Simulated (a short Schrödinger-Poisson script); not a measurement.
MOS inversion layer, Al2O3 on p-type Si(110)

Stack: MOS inversion layer, Al2O3 on p-type Si(110), at 300 K.

```tsv
layer	material	thickness (nm)	Na (cm⁻³)
1	Al2O3	6.6	-
2	Si	1200	3.2e16
```

Constants are typed, rounded textbook-type inputs, not results; the design itself was drawn at random and stands for no fabricated device. Al2O3: permittivity 9, conduction-band edge (eV) 2.7, gap (eV) 6.8, electron mass (mₑ) 0.3. Si: permittivity 11.7, conduction-band edge (eV) 0, gap (eV) 1.124, Nv at 300 K (cm⁻³) 3.1e19.

Channel valleys (confinement mass, in-plane density-of-states mass, number): Δ4 0.315, 0.324, 4; Δ2 0.19, 0.417, 2. At the gate the conduction-band edge of layer 1 lies 3.08 eV − eVg above the Fermi level of the channel; the field vanishes at the back. Gaps are held at their typed values at every temperature. Mesh 0.03 nm at interfaces.

From a short Schrödinger-Poisson script (our own, NumPy): 1D Poisson equation in equilibrium, electrons quantum, Hartree (BenDaniel-Duke, 12 states a valley, the channel's in-plane mass for all, wave functions free to enter the dielectric), parabolic valleys, classical holes, full ionisation, no traps, pinning or gate leakage.

```csv
Vg (V),electrons (cm⁻²),C (μF/cm²),Δ4 E0 (meV),Δ4 E1 (meV),Δ2 E0 (meV),Δ2 E1 (meV)
0.1,9.30e6,0.0643,387.3,419.6,394.3,432.4
0.2,3.23e8,0.0615,294.7,328.8,302.0,342.3
0.3,1.08e10,0.111,203.2,239.1,210.9,253.2
0.4,1.56e11,0.479,132.9,171.8,141.4,186.6
0.5,5.37e11,0.732,99.3,142.8,109.0,158.5
0.6,1.03e12,0.837,81.0,129.3,92.0,145.7
0.7,1.57e12,0.893,68.7,121.5,81.0,138.5
0.8,2.13e12,0.929,59.5,116.4,73.0,133.9
0.9,2.72e12,0.955,52.2,112.8,66.7,130.6
1,3.32e12,0.974,46.0,110.2,61.6,128.3
1.1,3.94e12,0.989,40.7,108.2,57.2,126.5
1.2,4.56e12,1.00,36.1,106.6,53.5,125.2
1.3,5.19e12,1.01,32.0,105.4,50.2,124.1
1.4,5.82e12,1.02,28.2,104.4,47.2,123.2
1.5,6.46e12,1.03,24.8,103.6,44.5,122.5
1.6,7.11e12,1.04,21.6,103.0,42.1,122.0
1.7,7.75e12,1.04,18.6,102.4,39.8,121.5
1.8,8.41e12,1.05,15.8,102.0,37.7,121.1
1.9,9.06e12,1.05,13.2,101.7,35.7,120.8
2,9.72e12,1.06,10.7,101.4,33.9,120.5
```

Gate voltages with under 1e6 electrons/cm² are left out.

Subbands count from the Fermi level.
